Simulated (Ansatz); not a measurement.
We consider SrZrO3 (model structure, R3c, No. 161, 10 atoms in the cell), described by LDA in Ansatz (plane waves, PAW).

Run with plane-wave cutoff 520 eV, 8×8×8 k mesh, Fermi–Dirac smearing 0.01 eV, scalar-relativistic PAW data made under PBE.

Cell (relaxed with PBEsol):

```
CELL_PARAMETERS angstrom
      2.90286     1.67597     4.70761
     -2.90286     1.67597     4.70761
      0.00000    -3.35193     4.70761
ATOMIC_POSITIONS crystal
  Sr 0.26656 0.26656 0.26656
  Sr 0.76656 0.76656 0.76656
  Zr 0.01152 0.01152 0.01152
  Zr 0.51152 0.51152 0.51152
  O  0.75345 0.18927 0.32949
  O  0.32949 0.75345 0.18927
  O  0.18927 0.32949 0.75345
  O  0.82949 0.68927 0.25345
  O  0.25345 0.82949 0.68927
  O  0.68927 0.25345 0.82949
```

Q: Give the computed band gap and smallest direct gap on the k points sampled.

A: 
- band gap = 3.71 eV
- smallest direct gap on the k points sampled = 3.78 eV

Note: the relaxation could raise the start's symmetry but not lower it, so the cell can be a saddle point; cell and atoms aren't relaxed at this level (pressure -4.3 GPa).

Spin–orbit coupling is not included.

The computed numbers hold no vibrational or temperature effects.

A model structure was made by putting elements into a prototype or built by hand; it is no filed structure, need not be a known phase, and can be a saddle point held by its symmetry.

Ansatz is a first-principles code.
